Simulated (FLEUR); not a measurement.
## Several settings converged on CoSi2 (I4mm, 3 atoms in the cell)

```yaml
crystal:
  lattice:
    - [0.00000, 2.67196, 2.67196]
    - [2.67196, 0.00000, 2.67196]
    - [2.67196, 2.67196, 0.00000]
  atoms:
    - { symbol: Co, position: [0.00936, 0.00936, 0.99064] }
    - { symbol: Si, position: [0.25000, 0.25000, 0.25000] }
    - { symbol: Si, position: [0.75000, 0.75000, 0.75000] }
```

Base method: PBEsol, all-electron FLAPW (FLEUR), scalar-relativistic valence.

Base settings: Kmax = 4.1 1/bohr; GmaxXC = 12.3 1/bohr; xcFunctional = PBEs; jspins = 1; l_soc = F; mode = hist; fermiSmearingEnergy = 0.00367493 Htr; mesh (inpgen div1-3) = 4 4 4; inpgen gamma flag = true; Gmax = 12.3 1/bohr.

**The density cutoff**

Moved along: GmaxXC.

The second cell is the first with its lattice scaled by 0.98.

The mesh stays at the base's, so the ladder's end is converged at best in this setting alone.

Only quantities that move along the ladder and can be compared are tabulated.

```csv
Gmax,free energy less the last step's (meV/atom),energy of the compressed cell less the first (meV/atom)
8.2 1/bohr,11.93,13.97
9.2 1/bohr,1.01,14.79
10 1/bohr,-2.86,14.09
11.6 1/bohr,0.17,14.27
12.3 1/bohr,0.69,14.26
13 1/bohr,0.22,14.30
14.2 1/bohr,-0.22,14.27
16.4 1/bohr,0.00,14.26
```

Coarsest Gmax that holds the free energy within 0.5 meV/atom of the last step, with all finer ones: 13 1/bohr; the step before is off by 0.69 meV/atom.

Coarsest Gmax that holds the energy of the compressed cell less the first within 0.2 meV/atom of the last step, with all finer ones: 10 1/bohr; the step before is off by 0.53 meV/atom.

The energy difference between the two cells stays within 1 meV/atom of the last step's from 8.2 1/bohr on, the total only from 11.6 1/bohr on: much of the error is common to both cells and cancels.

**The setting Gmax**

Moved along: GmaxXC.

The mesh stays at the base's, so the ladder's end is converged at best in this setting alone.

Only quantities that move along the ladder and can be compared are tabulated.

```tsv
Gmax	free energy less the last step's (meV/atom)
9 1/bohr	2.04
10.2 1/bohr	-2.92
12.3 1/bohr	0.75
14.3 1/bohr	-0.15
18.4 1/bohr	-0.01
20.5 1/bohr	0.00
```

Coarsest Gmax that holds the free energy within 1 meV/atom of the last step, with all finer ones: 12.3 1/bohr; the step before is off by 2.9 meV/atom.

On the base run: the starting cell has typed, rounded lattice constants, without a prior relaxation at this level. Its lattice was rescaled by up to half a per cent. One atom was moved a little off its site on purpose. Spin polarisation is off. Values depend on the basis (sphere radii, cutoffs, local orbitals), which need not be converged.
